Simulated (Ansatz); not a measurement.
Functionals compared on a constructed model of the (0001) surface of hcp Re, a pseudomorphic layer of Cu in the host's stacking (bottom of the slab: a bare face, its two planes held), in Ansatz (plane waves, PAW). The structure was relaxed with PBE; the other rows are single points on it. Cutoff 420 eV (500 eV for r2SCAN).

Set-up: 7 atoms, 13.7 Å thick at the start; mesh 15x15x1; 0.1 eV smearing; dipole correction on; 2 atoms held, the rest relaxed; symmetry of the start imposed; no spin, no spin-orbit, no U. It is one candidate, not shown to be the stable structure of the face. These notes are the PBE run's.

```csv
functional,work function of the top face (eV),rough cost of the single point
PBE,4.49,–
RPBE,___,roughly 25 core-seconds
r2SCAN,4.48,very roughly 50 core-seconds
```

Question: What belongs in the gaps?

Answer: 
- RPBE, work function of the top face (eV): 4.32

Ansatz is a first-principles code.
